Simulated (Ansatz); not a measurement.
Consider RbBr in the rock salt structure (space group Fm-3m, No. 225; a = 6.843 Å). Axes: x, y, z lie along the cube axes.

Computed with Ansatz (an electronic-structure program) PBEsol, no spin-orbit coupling.

Base values:

The valley order is Γ 4.22 eV; X along ⟨100⟩ 5.50 eV.

The change: tensile biaxial strain of 0.83 % in the plane normal to [111], as in epitaxy on a mismatched substrate; the out-of-plane cell vector and the atoms relax.

**Question.** What does the calculation give for the ratio −ε⊥/ε∥, in-plane stress and valley order after the change?

**Answer.** The ratio −ε⊥/ε∥ is 1.14; the mean in-plane stress (compression positive) is -0.1 GPa; the valley order (the lowest conduction-band minima on the path, energy above the VBM, named in the base's zone) goes from Γ 4.22 eV; X along ⟨100⟩ 5.50 eV to Γ 4.19 eV; X along [001] 5.49 eV.

The levels and masses belong to the bands next to the band gap. Whether these cells are dynamically stable was not tested.
